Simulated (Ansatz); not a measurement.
Consider CsPbCl3 in the cubic perovskite structure (space group Pm-3m, No. 221).

```
CsPbCl3
1.0
    5.61875     0.00000     0.00000
    0.00000     5.61875     0.00000
    0.00000     0.00000     5.61875
Cs Pb Cl
1 1 3
Direct
  0.00000   0.00000   0.00000
  0.50000   0.50000   0.50000
  0.50000   0.00000   0.50000
  0.00000   0.50000   0.50000
  0.50000   0.50000   0.00000
```

Cartesian axes are those of the cell as printed.

Computed with PBEsol (Ansatz, a program for electronic structure), no spin-orbit coupling.

Strains are applied to the cell and any free atomic positions relax; under biaxial strain the out-of-plane vector relaxes too.

One change was made to it. Results:

The energy grows by 3.1 meV/atom; the band gap decreases by 0.14 eV to 1.69 eV; the volume per atom shrinks by 0.54 Å³, from 35.48 Å³ to 34.94 Å³.

Question: Name the change that was made.
A. biaxial strain −1.50 %, plane normal [111], relaxed out of plane
B. biaxial strain −0.50 %, plane normal [111], relaxed out of plane
C. biaxial strain −2.00 %, plane normal [111], relaxed out of plane
D. biaxial strain −2.50 %, plane normal [111], relaxed out of plane
E. biaxial strain −1.00 %, plane normal [111], relaxed out of plane

Answer: D, biaxial strain −2.50 %, plane normal [111], relaxed out of plane. For comparison, the volume per atom in the other runs: biaxial strain −2.00 %, plane normal [111], relaxed out of plane gives 35.05 Å³; biaxial strain −0.50 %, plane normal [111], relaxed out of plane gives 35.37 Å³; biaxial strain −1.50 %, plane normal [111], relaxed out of plane gives 35.15 Å³; biaxial strain −1.00 %, plane normal [111], relaxed out of plane gives 35.26 Å³.

Spin-orbit coupling, missing from the scalar runs, can matter with Pb. Whether these cells are dynamically stable was not tested. Many cubic perovskites are stable only at high temperature; tilts and polar distortions were not tested. This is not the structure that CsPbCl3 has at room temperature and ambient pressure.
